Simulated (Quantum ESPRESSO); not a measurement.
Worked example: self-consistent single point of HgS (Fm-3m, 2 atoms in the cell) in Quantum ESPRESSO.

Method of the run: PBEsol, GBRV 1.5 ultrasoft (PBESOL) pseudopotentials (plane waves; Quantum ESPRESSO).

```yaml
crystal:
  lattice:
    - [-2.77681, 0.00000, 2.77681]
    - [0.00000, 2.77681, 2.77681]
    - [-2.77681, 2.77681, 0.00000]
  atoms:
    - { symbol: Hg, position: [0.00000, 0.00000, 0.00000] }
    - { symbol: S, position: [0.50000, 0.50000, 0.50000] }
```

Reference input (self-consistent single point, DFT, PBEsol, plane waves, GBRV 1.5 ultrasoft (PBESOL) pseudopotentials): ecutwfc = 40 Ry; ecutrho = 200 Ry; occupations = smearing; smearing = fd; degauss = 0.0073499 Ry; potentials = {Hg: hg_pbesol_v1.uspp.F.UPF, S: s_pbesol_v1.4.uspp.F.UPF}; K_POINTS = automatic 5 5 5 0 0 0; conv_thr = 1e-09 Ry. This run's input differs from it in these lines:

```diff
@@ -13,4 +13,4 @@
     ntyp = 2
-    ecutwfc = 40
-    ecutrho = 200
+    ecutwfc = 24
+    ecutrho = 120
     occupations = 'smearing'
```

Output (repeated stretches shortened):

```
     Self-consistent Calculation

     iteration #  1     ecut=    24.00 Ry     beta= 0.70

     Threshold (ethr) on eigenvalues was too large:
     Diagonalizing with lowered threshold

     total energy              =    -131.49439434 Ry
     estimated scf accuracy    <       0.09935776 Ry

     iteration #  2     ecut=    24.00 Ry     beta= 0.70

     total energy              =    -131.51703731 Ry
     estimated scf accuracy    <       0.10163808 Ry

     iteration #  3     ecut=    24.00 Ry     beta= 0.70

     total energy              =    -131.53870075 Ry
     estimated scf accuracy    <       0.00065213 Ry

   [... 4 blocks of this kind left out ...]

     iteration #  8     ecut=    24.00 Ry     beta= 0.70

     total energy              =    -131.53896334 Ry
     estimated scf accuracy    <          1.1E-09 Ry

     iteration #  9     ecut=    24.00 Ry     beta= 0.70
     End of self-consistent calculation

     the Fermi energy is     8.5732 ev

!    total energy              =    -131.53896334 Ry
     estimated scf accuracy    <          6.7E-11 Ry
     smearing contrib. (-TS)   =      -0.00298319 Ry
     internal energy E=F+TS    =    -131.53598015 Ry

     convergence has been achieved in   9 iterations

     Forces acting on atoms (cartesian axes, Ry/au):

     atom    1 type  1   force =     0.00000000    0.00000000   -0.00000000
     atom    2 type  2   force =    -0.00000000    0.00000000   -0.00000000

     Total force =     0.000000     Total SCF correction =     0.000000

          total   stress  (Ry/bohr**3)                   (kbar)     P=      -39.18
  -0.00026632  -0.00000000  -0.00000000          -39.18       -0.00       -0.00
  -0.00000000  -0.00026632   0.00000000           -0.00      -39.18        0.00
  -0.00000000   0.00000000  -0.00026632           -0.00        0.00      -39.18

   JOB DONE.
```

The run converged in 9 iterations. Against the reference run the free energy goes up by 11.3 meV/atom and the pressure goes from -3.53 to -3.92 GPa.

The starting cell comes from a database of computed structures (which also holds hypothetical and non-ambient phases and stackings), without a prior relaxation at this level. Its lattice was rescaled by up to half a per cent. At the lowered cutoff the pressure carries the error of an incomplete plane-wave basis. The run gives no clean gap (levels at the Fermi energy touch, overlap or are partly filled at this smearing), which alone does not show that the compound is a metal.
